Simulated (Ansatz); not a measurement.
The starting structures come from a database of crystals and need not be the phases stable at ambient conditions.

By PBEsol, the system below comes out a metal.

The ballistic (Sharvin) conductance counts the channels at the Fermi level: G/A = (e²/h) × channels of both spins per area.

Input:

```
InPd3
1.0
    4.00490     0.00000     0.00000
    0.00000     4.00490     0.00000
    0.00000     0.00000     4.00490
In Pd
1 3
Direct
  0.00000   0.00000   0.00000
  0.50000   0.50000   0.00000
  0.00000   0.50000   0.50000
  0.50000   0.00000   0.50000
```

The cell is taken as given; by PBEsol it stands under a pressure of -4.2 GPa.

The current flows along the normal of the first two printed cell vectors, the (001) plane of the conventional cell. No spin-orbit coupling; the value is a mean over 0.1 eV about the Fermi level.

State the ballistic conductance per area according to PBEsol in Ansatz (a quantum-chemistry and plane-wave program).

0.76 × 10¹⁵ S/m² for both spins.
